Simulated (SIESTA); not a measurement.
**Several settings converged on YMgNi4 (R3m, 6 atoms in the cell)**

```yaml
crystal:
  lattice:
    - [0.00000, 3.48165, 3.48165]
    - [3.48165, 0.00000, 3.48165]
    - [3.48165, 3.48165, 0.00000]
  atoms:
    - { symbol: Y, position: [0.00415, 0.00415, 0.00415] }
    - { symbol: Mg, position: [0.25000, 0.25000, 0.25000] }
    - { symbol: Ni, position: [0.62345, 0.62345, 0.62345], spin: 2.0 }
    - { symbol: Ni, position: [0.12965, 0.62345, 0.62345], spin: 2.0 }
    - { symbol: Ni, position: [0.62345, 0.62345, 0.12965], spin: 2.0 }
    - { symbol: Ni, position: [0.62345, 0.12965, 0.62345], spin: 2.0 }
```
(The spins are starting values, not results.)

Base method: GGA PBEsol, numerical atomic orbitals DZP, PseudoDojo PBEsol standard norm-conserving potentials (rewritten from UPF to PSML) (SIESTA).

Base settings: XC.functional = GGA; XC.authors = PBEsol; potentials = PseudoDojo PBEsol standard; PAO.BasisSize = DZP; PAO.EnergyShift = 0.01 Ry; MeshCutoff = 400 Ry; kgrid.MonkhorstPack = 3 3 3; OccupationFunction = FD; ElectronicTemperature = 0.1 eV; Spin = polarized.

Core times come from one kind of shared machine, to one figure; runs under 30 s give none.

**The cutoff of the real-space grid**

The mesh stays at the base's, so the ladder's end is converged at best in this setting alone.

Only quantities that move along the ladder and can be compared are tabulated.

| MeshCutoff | free energy less the last step's (meV/atom) | pressure (GPa) | largest difference of a force vector from the last step's (eV/Å) | core time / last (rough) |
|---|---|---|---|---|
| 140 Ry (154 Ry used) | -73.23 | -2.41 | 0.019 | 0.3 |
| 220 Ry (222 Ry used) | -27.66 | -3.14 | 0.030 | 0.3 |
| 360 Ry (394 Ry used) | -4.82 | -3.60 | 0.013 | 0.5 |
| 400 Ry (427 Ry used) | -3.33 | -3.56 | 0.006 | 0.7 |
| 480 Ry (499 Ry used) | -1.71 | -3.64 | 0.001 | 0.7 |
| 600 Ry (616 Ry used) | -0.50 | -3.62 | 0.005 | 0.8 |
| 700 Ry (700 Ry used) | 0.00 | -3.67 | 0.000 | 1 |

Coarsest MeshCutoff that holds the free energy within 2 meV/atom of the last step, with all finer ones: 480 Ry (499 Ry used); the step before is off by 3.3 meV/atom.

Coarsest MeshCutoff that holds the forces within 0.01 eV/Å of the last step, with all finer ones: 400 Ry (427 Ry used); the step before is off by 0.013 eV/Å.

Coarsest MeshCutoff that holds the pressure within 1 GPa of the last step, with all finer ones: 220 Ry (222 Ry used), at about 0.3 of the last step's time; the step before is off by 1.3 GPa.

**The setting basis size**

Level: DFT, GGA PBEsol, numerical atomic orbitals TZDP, PseudoDojo PBEsol standard norm-conserving potentials (rewritten from UPF to PSML).

Moved along: PAO.BasisSize.

The second cell is the first with its lattice scaled by 0.98.

The mesh stays at the base's, so the ladder's end is converged at best in this setting alone.

The sets are ordered by size and need not be nested.

Only quantities that move along the ladder and can be compared are tabulated.

| basis (functions) | energy of the compressed cell less the first (meV/atom) | pressure (GPa) | largest difference of a force vector from the last step's (eV/Å) | core time / last (rough) |
|---|---|---|---|---|
| SZ (55) | -23.44 | -7.95 | 0.466 | – |
| SZP (73) | 11.50 | -2.71 | 0.052 | 0.2 |
| DZ (86) | -87.33 | -19.72 | 0.099 | 0.2 |
| DZP (104) | 1.92 | -3.56 | 0.151 | 0.5 |
| TZP (135) | -1.84 | -4.46 | 0.077 | 0.7 |
| TZDP (153) | -13.57 | -6.80 | 0.000 | 1 |

Coarsest basis (functions) that holds the forces within 0.02 eV/Å: not settled: the last two steps still differ by 0.077 eV/Å, over half the tolerance, so the ladder does not show it.

Coarsest basis (functions) that holds the energy of the compressed cell less the first within 2 meV/atom: not settled: the last two steps still differ by 12 meV/atom, over half the tolerance, so the ladder does not show it.

Coarsest basis (functions) that holds the pressure within 1 GPa: not settled: the last two steps still differ by 2.3 GPa, over half the tolerance, so the ladder does not show it.

**The relaxed cell against the cutoff**

On YMgNi4 (F-43m, 6 atoms in the cell): atoms on their sites.

In this ladder: MD.TypeOfRun = CG; MD.Steps = 40; MD.MaxForceTol = 0.02 eV/Ang; MD.VariableCell = true; MD.MaxStressTol = 0.05 GPa.

The mesh stays at the base's, so the ladder's end is converged at best in this setting alone.

Only quantities that move along the ladder and can be compared are tabulated.

```csv
MeshCutoff,relaxed volume (Å³/atom),relaxation steps,core time / last (rough)
200 Ry (223 Ry used),13.755,13,0.2
240 Ry (277 Ry used),13.745,11,0.5
280 Ry (400 Ry used),13.723,7,0.3
340 Ry (400 Ry used),13.725,11,0.6
480 Ry (507 Ry used),13.708,8,0.4
800 Ry (902 Ry used),13.698,5,1
```

Coarsest MeshCutoff that holds the relaxed volume within 0.014 Å³/atom: not settled: the last two steps still differ by 0.010 Å³/atom, over half the tolerance, so the ladder does not show it.

At the lowest cutoff the cell relaxes to a volume 0.4 % larger than at the highest.

On the base run: the starting cell comes from a database of computed structures (which also holds hypothetical and non-ambient phases and stackings), without a prior relaxation at this level. Its lattice was rescaled by up to half a per cent. One atom was moved a little off its site on purpose. The starting moments vanished: the run ended non-magnetic, which need not be the lowest state. Values carry the incompleteness of an atom-centred basis. Without a gap this mesh is coarse (it stands for a supercell whose shortest vector is 15 Å).

Left out of this page: 2 runs of the series outside the window shown, repeating another row's setting, or not comparable.
